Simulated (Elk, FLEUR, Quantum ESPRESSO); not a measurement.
**Code comparison for PmSe (Fm-3m, 2 atoms in the cell)**

Self-consistent single point, at a second geometry (lattice scaled by 0.98). First geometry:

```
PmSe
1.0
    0.00000     2.96054     2.96054
    2.96054     0.00000     2.96054
    2.96054     2.96054     0.00000
Pm Se
1 1
Cartesian
  0.00000   0.00000   0.00000
  2.96054   2.96054   2.96054
```
Moments meant for the start (each program seeds them in its own way; μB, in the order of the atoms Pm Se): 4.0 0.0.

Shared settings, as Quantum ESPRESSO writes them: occupations = smearing; smearing = gaussian; degauss = 0.0099958 Ry; nspin = 2; K_POINTS = automatic 7 7 7 0 0 0. Potentials and cutoffs stand in the table.

| code | model | size of the net moment (μB/atom) | cutoff |
|---|---|---|---|
| FLEUR | PBEsol, all-electron FLAPW (FLEUR), scalar-relativistic valence | 2.39 | Kmax 3.9 1/bohr |
| Quantum ESPRESSO | PBEsol, SSSP 1.1.2 efficiency (PBE) pseudopotentials | 2.37 | 50 Ry |
| Elk | PBEsol, all-electron FP-LAPW, Elk's shipped species files, APW+lo basis with extra local orbitals | 2.39 | rgkmax 7.5 |

On FLEUR's run: spin-orbit coupling is off. With one magnetic atom in the cell only a parallel order is possible. With U or open f shells several self-consistent states can exist. The f electrons are in the valence without U or exact exchange, which can misplace them near the Fermi level. Spin-orbit terms, which matter for f shells, are left out.

The spread over the programs that give each value: size of the net moment within 0.02 μB/atom.

FLEUR and Elk treat all electrons, but the usual bases taken here (sphere radii, linearisation, local orbitals, empty states) were not tested for convergence, so the values are no reference for the others.

The starting cell comes from a database of computed structures (which also holds hypothetical and non-ambient phases and stackings), without a prior relaxation at this level. For this run, on top of that: lattice scaled by 0.98.

Left out of this page: Ansatz (with a known weakness of the program).
